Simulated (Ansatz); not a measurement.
Start from Ti in the hcp (Mg type) structure (space group P6_3/mmc, No. 194; a = 2.8644 Å, c = 4.5373 Å; relaxed with 0.1 eV smearing). Axes: x lies along a and z along c of the hexagonal cell.

Level of theory: DFT with LDA, PAW potentials and a 420 eV plane-wave cutoff in Ansatz (a first-principles code), without spin-orbit coupling.

Strains are applied to the cell and any free atomic positions relax.

One change was made to it. Results:

```json
[
 {"quantity": "energy relative to the base (free energy F)", "base": "0 meV/atom", "after": "+6.7 meV/atom"},
 {"quantity": "pressure (mean of the normal stresses, compression positive)", "base": "0.0 GPa", "after": "3.4 GPa"}
]
```

What was done to the base?
(A) uniaxial strain ε_zz = −0.50 %
(B) uniaxial strain ε_zz = −1.50 %
(C) uniaxial strain ε_zz = −2.50 %
(D) uniaxial strain ε_zz = +0.50 %
(E) uniaxial strain ε_zz = +2.50 %

C, uniaxial strain ε_zz = −2.50 %. For comparison, the pressure in the other runs: uniaxial strain ε_zz = −0.50 % gives 0.7 GPa; uniaxial strain ε_zz = +2.50 % gives -3.0 GPa; uniaxial strain ε_zz = −1.50 % gives 2.0 GPa; uniaxial strain ε_zz = +0.50 % gives -0.6 GPa.

Whether these cells are dynamically stable was not tested. All final runs are without spin polarisation.
